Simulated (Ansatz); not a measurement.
The reference is ZnCu2SnS4 (space group I-4, No. 82).

```yaml
crystal:
  lattice:
    - [-2.70724, 2.70724, 5.41134]
    - [2.70724, -2.70724, 5.41134]
    - [2.70724, 2.70724, -5.41134]
  atoms:
    - { symbol: Cu, position: [0.00000, 0.00000, 0.00000] }
    - { symbol: Cu, position: [0.75000, 0.25000, 0.50000] }
    - { symbol: Zn, position: [0.25000, 0.75000, 0.50000] }
    - { symbol: Sn, position: [0.50000, 0.50000, 0.00000] }
    - { symbol: S, position: [0.63529, 0.62867, 0.52217] }
    - { symbol: S, position: [0.10651, 0.11312, 0.47783] }
    - { symbol: S, position: [0.37133, 0.89349, 0.00661] }
    - { symbol: S, position: [0.88688, 0.36471, 0.99339] }
```

Calculations: r2SCAN, PAW, 500 eV (Ansatz, an electronic-structure program; no spin-orbit coupling), earlier PAW set.

Before the change:

The pressure comes out as 0.00 GPa and the electron mass is 0.11 mₑ (at Γ).

Now apply this change: the cell is scaled by 1.0053 in all directions, atoms relaxed at fixed cell.

Task: What happens to the pressure, energy relative to the base, electron mass and mean gap deformation potential ΔEg/Δln V?

Result: The pressure (mean of the normal stresses, compression positive) goes from zero to -1.18 GPa; the energy grows by 1.2 meV/atom; the electron mass becomes 0.10 mₑ along c, 0.11 mₑ across (at Γ) (base: 0.11 mₑ (at Γ)); the mean gap deformation potential ΔEg/Δln V amounts to -3.0 eV.

The cells carry an imposed strain or load. Effective masses come from finite differences of ±0.01 Å⁻¹. Stability against distortions was not tested. The final runs are not spin-polarised.
